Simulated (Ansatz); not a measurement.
Results of r²SCAN+rVV10 (plane waves, PAW; Ansatz, a program for electronic structure) for BeS (model structure, started from the CdTe type, P6₄22, No. 181, 6 atoms in the cell).

Numerical settings: plane-wave cutoff 560 eV, 12×12×4 k mesh (along the axes of the cell as run), Fermi–Dirac smearing 0.01 eV, scalar-relativistic PAW data made under PBE.

Cell (relaxed at this level):

```xyz
6
Lattice="3.4425 0.0000 0.0000 -1.7213 2.9813 0.0000 0.0000 0.0000 7.8186" Properties=species:S:1:pos:R:3 pbc="T T T"
Be    -0.8606     1.4906     5.2124
Be     0.8606     1.4907     0.0000
Be     1.7212     0.0000     2.6062
S     -0.8606     1.4907     1.3031
S      0.8606     1.4907     3.9093
S      1.7213     0.0000     6.5155
```

Q: Predict the band gap, smallest direct gap on the k points sampled and Γ–Γ gap.

A: 
- band gap: 3.13 eV (indirect)
- smallest direct gap on the k points sampled: 4.49 eV
- Γ–Γ gap: 4.66 eV

Note: the relaxation could raise the start's symmetry but not lower it, so the cell can be a saddle point.

Computed values are for the static lattice.

A model structure was made by putting elements into a prototype or built by hand; it is no filed structure, need not be a known phase, and can be a saddle point held by its symmetry.
